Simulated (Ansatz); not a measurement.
**Fermi-surface data of RuSi (P4/mmm)**

Consider the following.

```
RuSi
1.0
    2.90893     0.00000     0.00000
    0.00000     2.90893     0.00000
    0.00000     0.00000     2.91617
Si Ru
1 1
Direct
  0.50000   0.50000   0.50000
  0.00000   0.00000   0.00000
```

Computed with PBEsol, rigid bands (plane waves, PAW, scalar-relativistic; Ansatz, an electronic-structure program). Condition of this run: uniaxial stress zz = -1 GPa (compression positive) (the target of the relaxation). How the cell was made: cell and atoms relaxed with PBEsol, then loaded as said.

```
Item                                                               Value
------------------------------------  ----------------------------------
density of states at the Fermi level  0.256 states/(eV·cell), both spins
bare Sommerfeld coefficient                    0.30 mJ/(mol of atoms·K²)
Drude plasma energy                                               5.8 eV
root-mean-square Fermi velocity                                1.1e6 m/s
resistivity times τ                                    14.6 ×10⁻²² Ω·m·s
```

A metal at this level (no band gap); rigid bands, thermally averaged at 300 K, both spins. Spin-orbit coupling is left out. τ is one relaxation time for all states.

Computed structure, not matched to a measured one here, so possibly hypothetical: RuSi (P4/mmm).
